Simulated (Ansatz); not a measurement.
Band structure of NiGePd (P4/nmm, 6 atoms in the cell).

```xyz
6
Lattice="3.6174 0.0000 0.0000 0.0000 3.6174 0.0000 0.0000 0.0000 6.2300" Properties=species:S:1:pos:R:3 pbc="T T T"
Ni     1.8087     1.8087     0.0000
Ni     0.0000     0.0000     0.0000
Ge     1.8087     0.0000     1.5202
Ge     0.0000     1.8087     4.7098
Pd     1.8087     0.0000     3.9856
Pd     0.0000     1.8087     2.2444
```

Level of theory: PBEsol, PAW files made with PBE (plane waves; Ansatz, a program for electronic structure).

Settings: basis.ecutwfc = 420 eV; kpoints.mp_grid.grid = 7 7 5; hamiltonian.xc = pbesol; hamiltonian.pseudopotentials = {kind: paw} (an earlier, softer set of the program's PAW files); scf.occupations.method = gaussian; scf.occupations.width = 0.136 eV; kpoints.band_path.npoints = 8.

The starting cell comes from a database of computed structures (which also holds hypothetical and non-ambient phases and stackings), without a prior relaxation at this level. Its lattice was rescaled by a random factor within 2.5 % of one. Spin polarisation is off.

Levels in eV from the Fermi level, bands 47 to 54:
```csv
point,47,48,49,50,51,52,53,54
Γ,-1.53,-1.06,-0.50,-0.44,-0.44,3.84,3.84,4.07
X,-1.85,-1.85,-1.19,-1.19,0.38,0.38,3.99,3.99
M,-1.43,-1.43,-0.28,-0.28,0.56,0.56,0.58,0.58
Z,-1.36,-1.06,-0.50,1.38,1.38,2.05,2.05,2.05
R,-1.68,-1.68,-1.60,-1.60,1.92,1.92,4.22,4.22
A,-1.42,-1.42,-1.30,-1.30,0.44,0.44,0.64,0.64
```

Bands cross the Fermi level along this path, so the cell is metallic at this level.

Keys are those of Ansatz 0.2.
